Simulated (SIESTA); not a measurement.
A self-consistent single point of ZrGa5Co (P4/mmm, 7 atoms in the cell) with SIESTA.

Method of the run: LDA PW92, numerical atomic orbitals TZP, PseudoDojo LDA standard norm-conserving potentials (rewritten from UPF to PSML) run with SIESTA.

```xyz
7
Lattice="4.1060 0.0000 0.0000 0.0000 4.1060 0.0000 0.0000 0.0000 6.5723" Properties=species:S:1:pos:R:3 pbc="T T T"
Zr     0.0000     0.0000     0.0000
Ga     0.0000     2.0530     2.0074
Ga     0.0000     2.0530     4.5649
Ga     2.0530     0.0000     2.0074
Ga     2.0530     0.0000     4.5649
Ga     2.0530     2.0530     0.0000
Co     0.0000     0.0000     3.2862
```

Reference input (self-consistent single point, DFT, GGA PBEsol, numerical atomic orbitals TZP, PseudoDojo PBEsol standard norm-conserving potentials (rewritten from UPF to PSML)): XC.functional = GGA; XC.authors = PBEsol; potentials = PseudoDojo PBEsol standard; PAO.BasisSize = TZP; PAO.EnergyShift = 0.01 Ry; MeshCutoff = 300 Ry; kgrid.MonkhorstPack = 5 5 3; OccupationFunction = FD; ElectronicTemperature = 100 meV; MaxSCFIterations = 150; SCF.Mixer.Method = Pulay; SCF.Mixer.Weight = 0.25. This run's input differs from it in these lines:

```diff
@@ -1,2 +1,2 @@
-# files in the folder: Zr.psml Ga.psml Co.psml (PseudoDojo PBEsol standard)
+# files in the folder: Zr.psml Ga.psml Co.psml (PseudoDojo LDA standard)
 SystemName  ZrGa5Co
@@ -28,4 +28,4 @@
 
-XC.functional                GGA
-XC.authors                   PBEsol
+XC.functional                LDA
+XC.authors                   PW92
 PAO.BasisSize                TZP
```

Output, abridged:

```
        iscf     Eharris(eV)        E_KS(eV)     FreeEng(eV)     dDmax    Ef(eV) dHmax(eV)
   scf:    1   -15849.089588   -15906.293739   -15906.441546  1.455656 -3.601149 31.200400
   scf:    2   -15745.385085   -15880.182583   -15880.274320  0.707726 -4.751196 46.785053
   scf:    3   -15941.809717   -15920.713938   -15920.831665  0.263905 -4.433010 13.806427
   scf:    4   -15922.207905   -15924.909018   -15925.051210  0.142819 -4.197535  5.044074
   scf:    5   -15923.661877   -15925.097019   -15925.236025  0.237460 -4.418472  4.590084
   [... 6 lines left out ...]
   scf:   12   -15925.531721   -15925.531724   -15925.676594  0.000046 -4.363996  0.000636
   scf:   13   -15925.531720   -15925.531723   -15925.676593  0.000022 -4.363988  0.002251
   scf:   14   -15925.531726   -15925.531724   -15925.676594  0.000018 -4.364019  0.000024
   scf:   15   -15925.531725   -15925.531725   -15925.676594  0.000001 -4.364020  0.000012
SCF Convergence by DM+H criterion
max |DM_out - DM_in|         :     0.0000008299
max |H_out - H_in|      (eV) :     0.0000120621
SCF cycle converged after 15 iterations

Using DM_out to compute the final energy and forces

siesta: E_KS(eV) =           -15925.5317

siesta: E_KS - E_eggbox =    -15925.5317

siesta: Atomic forces (eV/Ang):
     1   -0.000000   -0.000000    0.000000
     2   -0.000000    0.000000   -0.070778
     3   -0.000000    0.000000    0.070778
     4    0.000000   -0.000000   -0.070778
     5    0.000000   -0.000000    0.070778
     6    0.000000    0.000000    0.000000
     7   -0.000000   -0.000000    0.000000
   Tot    0.000000    0.000000    0.000001
   Max    0.070778
   Res    0.030890    sqrt( Sum f_i^2 / 3N )
   Max    0.070778    constrained

   [... lines left out ...]
siesta: FreeEng =    -15925.676594
   [... lines left out ...]
siesta:     0.031652    0.000000    0.000000
siesta:     0.000000    0.031652    0.000000
siesta:     0.000000    0.000000    0.033949

siesta: Cell volume =        110.806824 Ang**3

siesta: Pressure (static):
siesta:                Solid            Molecule  Units
siesta:          -0.00035308         -0.00036494  Ry/Bohr**3
siesta:          -0.03241801         -0.03350711  eV/Ang**3
siesta:         -51.93938492        -53.68431198  kBar
```

The run converged in 15 iterations. Against the reference run the pressure goes from -1.59 to -5.19 GPa and the largest force goes from 0.156 to 0.071 eV/Å.

The starting cell comes from a database of computed structures (which also holds hypothetical and non-ambient phases and stackings), without a prior relaxation at this level. Spin polarisation is off. Values carry the incompleteness of an atom-centred basis. With a pressure of about -5 GPa the cell is away from its equilibrium volume at this level.

Cost on one core of a shared machine: roughly 4 min.
